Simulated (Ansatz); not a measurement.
Input:

```
CELL_PARAMETERS angstrom
      0.00000     3.18272     3.18272
      3.18272     0.00000     3.18272
      3.18272     3.18272     0.00000
ATOMIC_POSITIONS crystal
  Se 0.75000 0.75000 0.75000
  Cd 0.00000 0.00000 0.00000
```

No spin polarisation.

Calculations: DFT with PBEsol, PAW potentials and a 420 eV plane-wave cutoff in Ansatz (an electronic-structure program), no spin-orbit coupling, earlier PAW set. Γ-centred 9×9×9 mesh, Fermi–Dirac width 0.05 eV.

Task: What is the computed width of the top valence band?

Result: 1.72 eV.

Task: What is the computed gap character?

Result: Direct at Γ.

Task: What pressure does the calculation give?

Result: -5.16 GPa.

The cells carry an imposed strain or load. No phonon test of stability was made. The cell was made from CdSe in the zinc blende structure (space group F-43m, No. 216) by this change: isotropic strain +4.66 %. The zero or small gap of CdSe under isotropic strain +4.66 % can change with the level of theory.
